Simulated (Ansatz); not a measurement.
**Sr₃AsN (Pm-3m, No. 221, 5 atoms in the cell; start mp-1013555)**

Level of theory: HSE06 in Ansatz (plane waves, PAW).

Settings: plane-wave cutoff 520 eV, 6×6×6 k mesh, scalar-relativistic PAW data made under PBE.

Cell (relaxed at this level):

```cif
data_AsNSr3
_chemical_formula_sum 'Sr3 As1 N1'
_space_group_name_H-M_alt 'P 1'
_space_group_IT_number 1
_cell_length_a 5.08202
_cell_length_b 5.08202
_cell_length_c 5.08202
_cell_angle_alpha 90.000
_cell_angle_beta 90.000
_cell_angle_gamma 90.000
loop_
_space_group_symop_operation_xyz
  'x, y, z'
loop_
_atom_site_label
_atom_site_type_symbol
_atom_site_fract_x
_atom_site_fract_y
_atom_site_fract_z
_atom_site_occupancy
Sr1 Sr 0.00000 0.50000 0.50000 1
Sr2 Sr 0.50000 0.00000 0.50000 1
Sr3 Sr 0.50000 0.50000 0.00000 1
As1 As 0.00000 0.00000 0.00000 1
N1 N 0.50000 0.50000 0.50000 1
```

```yaml
Voigt–Reuss–Hill bulk modulus: 52.1 GPa
Voigt–Reuss–Hill shear modulus (Hill average): 42.7 GPa
young_modulus: 101 GPa
poisson_ratio: 0.178
```

Note: the relaxation could not lower the start's symmetry, so the cell can be a saddle point above a distorted one.

Elastic constants are with the ions relaxed.

The computed numbers hold no vibrational or temperature effects.

A start named mp-… is a Materials Project structure, which need not be a measured phase.

Ansatz is an electronic-structure program.
